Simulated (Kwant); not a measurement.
System: GaN/Al0.2Ga0.8N stack with 1 barrier. One parabolic valley. Leads of mass 0.2 mₑ with the band edge at 0; grid 0.1 nm; bias 0 V, dropping linearly over the stack.

| layer | thickness (nm) | band offset (eV) | mass (mₑ) |
|---|---|---|---|
| 1 | 3.2 | 0.35 | 0.22 |

The device is made up for the run: typed textbook-type constants, with dimensions and the other settings drawn at random.

Computed with Kwant: one-band effective-mass tight-binding model in one dimension, coherent, no space charge.

Question: Work out the transmission below the barrier top from T = 1/(1 + ((ζ + 1/ζ)/2)² sinh²(κa)), ζ = (k/m_lead)/(κ/m_barrier).

Answer: E = 0.05474 eV: k = 0.5360 nm⁻¹, κ = 1.306 nm⁻¹, ζ = 0.4516, T = 0.000529. The simulation gives 0.000533, the same within the digits that matter. E = 0.1475 eV: k = 0.8798 nm⁻¹, κ = 1.081 nm⁻¹, ζ = 0.8950, T = 0.00389. The simulation gives 0.00391, the same within the digits that matter. E = 0.227 eV: k = 1.091 nm⁻¹, κ = 0.8429 nm⁻¹, ζ = 1.424, T = 0.0160. The simulation gives 0.0160, the same within the digits that matter. What differs comes from the grid.
